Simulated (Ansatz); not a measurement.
Take SiGe in the wurtzite structure (space group P6_3mc, No. 186; a = 3.9004 Å, c = 6.4434 Å; a model cell, its experimental status unchecked) as the base.

Now apply this change: cell and atoms relaxed at a pressure of 4.5 GPa.

Levels (all Ansatz, a program for electronic structure, PAW, earlier PAW set): PBEsol (420 eV, no spin-orbit coupling); r2SCAN (500 eV, no spin-orbit coupling); HSE06 (420 eV, scalar-relativistic without spin-orbit coupling); PBEsol+SOC (420 eV, with spin-orbit coupling).

One geometry, relaxed with PBEsol, under each level:

The valence-band top lists the three highest levels at Γ (Kramers pairs under SOC), from the VBM.

```csv
level,band gap,lowest conduction level above the VBM at special points,valence-band top at Γ,hole mass,pressure
PBEsol,0.26 eV,M 0.26 eV; Γ 0.55 eV; L 0.61 eV; K 0.78 eV,"0.00, 0.00, -0.37 eV",–,45.1 kbar
r2SCAN,0.57 eV,M 0.57 eV; Γ 0.95 eV; L 0.94 eV; K 1.07 eV,–,–,50.5 kbar
HSE06,___,___,–,–,–
PBEsol+SOC,0.20 eV,M 0.20 eV; Γ 0.49 eV; L 0.55 eV; K 0.71 eV,"0.00, -0.11, -0.46 eV","0.49 mₑ along c, 0.14 mₑ across (at Γ)",44.9 kbar
```

Task: Give the withheld HSE06 results.

Result: 
- HSE06, band gap: 0.88 eV
- HSE06, lowest conduction level above the VBM at special points: M 0.88 eV; Γ 1.27 eV; L 1.28 eV

Single points use the geometry relaxed with PBEsol. Their cutoffs differ, which shifts pressures a little. HSE06 was sampled on its mesh, a few special points and the semilocal edge points, so its gap is an upper bound. The spin-orbit shifts are approximate. Load acts through the strain it causes; cell and atoms are relaxed under it. Effective masses come from finite differences of ±0.01 Å⁻¹. Stability against distortions was not tested. A zero or small gap of SiGe under pressure 4.5 GPa can be the functional's error rather than a property of the material.
